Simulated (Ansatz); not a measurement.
**WC: point defects**

Consider an 8-atom supercell of WC (space group P-6m2, No. 187; a = 2.9122 Å, c = 2.8362 Å) at its relaxed geometry.

One neutral defect a cell, atoms relaxed at fixed cell.

Calculations: r2SCAN (Ansatz, a program for electronic structure; PAW; 500 eV plane waves; spin-orbit coupling left out).

```json
[
 {"change": "perfect supercell", "pressure": "0.0 GPa", "largest displacement of a host atom from its site in the perfect cell": "–"},
 {"change": "Be on a C site", "pressure": "?", "largest displacement of a host atom from its site in the perfect cell": "?"},
 {"change": "C vacancy, symmetric start", "pressure": "-6.4 GPa", "largest displacement of a host atom from its site in the perfect cell": "0.02 Å"},
 {"change": "W on a C site (antisite), symmetric start", "pressure": "79.6 GPa", "largest displacement of a host atom from its site in the perfect cell": "0.27 Å"}
]
```

Question: What belongs in the blanks?

Answer: 
- Be on a C site, pressure: 20.5 GPa
- Be on a C site, largest displacement of a host atom from its site in the perfect cell: 0.10 Å

The cell is small, so the values are those of an ordered compound at a high defect concentration; dilute-limit values will differ. Defects with a symmetric start kept the site's symmetry and may sit on a saddle; the others started slightly shaken. The final runs are not spin-polarised.
